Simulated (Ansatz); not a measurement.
Base system: MgH2 in the rutile structure (space group P4_2/mnm, No. 136; a = 4.476 Å, c = 3.008 Å). Axes: x, y, z lie along a, b, c of the conventional cell.

All numbers come from PBEsol, PAW, 420 eV (Ansatz, a first-principles code; without spin-orbit coupling).

Base values:

The shortest interatomic distance comes out as 1.928 Å.

Perturbation: a pure shear with ε_xz = ε_zx = 0.0018, atoms relaxed at fixed cell.

Q: What happens to the energy relative to the base?

A: The energy stays essentially unchanged.

Q: What does the calculation give for the stress after the change?

A: The stress (xx, yy, zz, yz, xz, xy; compression positive) comes out as (0.00, 0.00, 0.00, 0.00, -0.13, 0.00) GPa.

Q: How does this affect the shortest interatomic distance?

A: The shortest interatomic distance is still 1.928 Å.

The cells carry an imposed strain or load. Whether these cells are dynamically stable was not tested.
